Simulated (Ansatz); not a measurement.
Take Rh in the fcc (Cu type) structure (space group Fm-3m, No. 225; a = 3.755 Å; relaxed with 0.1 eV smearing) as the base. Axes: x, y, z lie along the cube axes.

Computed with LDA (Ansatz, an electronic-structure program; PAW; 420 eV plane waves; scalar-relativistic without spin-orbit coupling).

Before the change:

The pressure is 0.0 GPa.

The change: uniaxial strain ε_zz = +0.50 %, all other strain components held at zero; the atoms relax in the strained cell.

Question: What happens to the pressure?

Answer: The pressure (mean of the normal stresses, compression positive) goes from zero to -1.5 GPa.

No phonon test of stability was made. All final runs are without spin polarisation.
